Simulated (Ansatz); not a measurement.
HfO2: O → F

Take HfO$_{2}$ (space group P4_2/nmc, No. 137; a = 3.5671 Å, c = 5.1659 Å) as the base.

Modification: F takes the place of O on all its sites, then cell and atoms are relaxed.

Method: PBEsol/PAW in Ansatz (a quantum-chemistry and plane-wave program), without spin-orbit coupling. Settings: 17×17×17 k-points, 0.05 eV Fermi–Dirac smearing, for the changed cell.

```json
[
 {"quantity": "volume per atom", "base": "10.96 Å³", "changed": "12.20 Å³", "shift": "+1.247 Å³"},
 {"quantity": "space group", "base": "P4_2/nmc (No. 137)", "changed": "I4/mmm (No. 139)", "shift": "–"},
 {"quantity": "shortest interatomic distance", "base": "206.1 pm", "changed": "229.7 pm", "shift": "+23.6 pm"},
 {"quantity": "band gap", "base": "4.57 eV", "changed": "zero", "shift": "–"}
]
```

Final structure:

```
CELL_PARAMETERS angstrom
     -1.97451     1.97451     2.34732
      1.97451    -1.97451     2.34732
      1.97451     1.97451    -2.34732
ATOMIC_POSITIONS crystal
  Hf 0.00000 0.00000 0.00000
  F  0.75000 0.25000 0.50000
  F  0.25000 0.75000 0.50000
```

Spin-orbit coupling, missing from the scalar runs, can matter with Hf. Whether these cells are dynamically stable was not tested. As relaxed here, HfF2 is a hypothetical phase, not in the database extracts checked. The final runs are not spin-polarised. HfF2 has a high density of states at the Fermi level and may be magnetic at this level. This is not the structure that HfO2 has at room temperature and ambient pressure.
